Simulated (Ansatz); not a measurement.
# Rh: isotropic strain −1.04 %

Consider Rh in the fcc (Cu type) structure (space group Fm-3m, No. 225; a = 3.8000 Å).

Perturbation: the cell is scaled by 0.9896 in all directions, atoms relaxed at fixed cell.

All numbers come from r2SCAN (Ansatz, a quantum-chemistry and plane-wave program), without spin-orbit coupling. k-mesh 21×21×21 (Γ-centred); smearing 0.05 eV (Fermi–Dirac).

The volume per atom drops by 0.424 Å³, from 13.72 Å³ to 13.29 Å³ and the space group stays Fm-3m (No. 225). The shortest interatomic distance falls by 0.028 Å, from 2.687 Å to 2.659 Å and the energy grows by 12 meV/atom. The pressure goes from zero to 9.6 GPa and the band gap stays zero.

Whether these cells are dynamically stable was not tested. The final runs are not spin-polarised.
